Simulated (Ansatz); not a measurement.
Take Mg3Sb2 (space group P-3m1, No. 164) as the base.

```yaml
crystal:
  lattice:
    - [4.56691, 0.00000, 0.00000]
    - [-2.28346, 3.95506, 0.00000]
    - [0.00000, 0.00000, 7.24702]
  atoms:
    - { symbol: Sb, position: [0.33333, 0.66667, 0.22875] }
    - { symbol: Sb, position: [0.66667, 0.33333, 0.77125] }
    - { symbol: Mg, position: [0.00000, 0.00000, 0.00000] }
    - { symbol: Mg, position: [0.33333, 0.66667, 0.63354] }
    - { symbol: Mg, position: [0.66667, 0.33333, 0.36646] }
```

Level of theory: r2SCAN (Ansatz, a first-principles code, PAW, no SOC).

Before the change:

| Property | Result |
|---|---|
| Density | 4.01 g/cm³ |
| Electron mass | 0.21 mₑ along c, 0.36 mₑ across (at K) |
| Width of the top valence band | 2.59 eV |

It is then changed as follows: cell and atoms relaxed at a pressure of 18 GPa.

How does this affect the density, electron mass and width of the top valence band?

The density rises by 1.085 g/cm³ to 5.10 g/cm³; the electron mass becomes 0.20 mₑ along c, 0.33 mₑ across (at K) (base: 0.21 mₑ along c, 0.36 mₑ across (at K)); the width of the top valence band rises by 0.89 eV, from 2.59 eV to 3.48 eV.

With Sb present, leaving out spin-orbit coupling can change the band edges. The levels and masses belong to the bands next to the band gap. Load acts through the strain it causes; cell and atoms are relaxed under it. Masses are band curvatures over ±0.01 Å⁻¹ around the edge. Stability against distortions was not tested. No other phases were tried under pressure.
